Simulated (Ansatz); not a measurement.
The parent structure is Ge in the diamond structure (space group Fd-3m, No. 227; a = 5.675 Å).

Level of theory: plane-wave PAW DFT at the r2SCAN level (Ansatz, a quantum-chemistry and plane-wave program, 500 eV), no spin-orbit coupling.

Carriers are added at fixed cell with a uniform background; the Fermi–Dirac width is that of 300 K.

One change was made to it. Results:

| quantity | base | after |
|---|---|---|
| Fermi level relative to the doped band's edge (positive inside the band; to 0.05 eV) | – | +0.60 eV |
| gap character | direct at Γ | direct at Γ |

### Question
Name the change that was made.
A. holes 1.0×10^21 cm⁻³
B. electrons 1.0×10^22 cm⁻³
C. electrons 1.5×10^21 cm⁻³
D. holes 1.0×10^22 cm⁻³

### Answer
C, electrons 1.5×10^21 cm⁻³. For comparison, the Fermi level from band edge in the other runs: electrons 1.0×10^22 cm⁻³ gives +1.10 eV; holes 1.0×10^21 cm⁻³ gives +0.40 eV; holes 1.0×10^22 cm⁻³ gives +1.35 eV.

Carriers are added with a uniform compensating background; total energy and stress of such cells depend on the potential's zero and are not compared; many-body gap narrowing is missing at this level. Whether these cells are dynamically stable was not tested. The real Ge has an indirect gap at ambient pressure; r2SCAN orders its close-lying valleys differently.
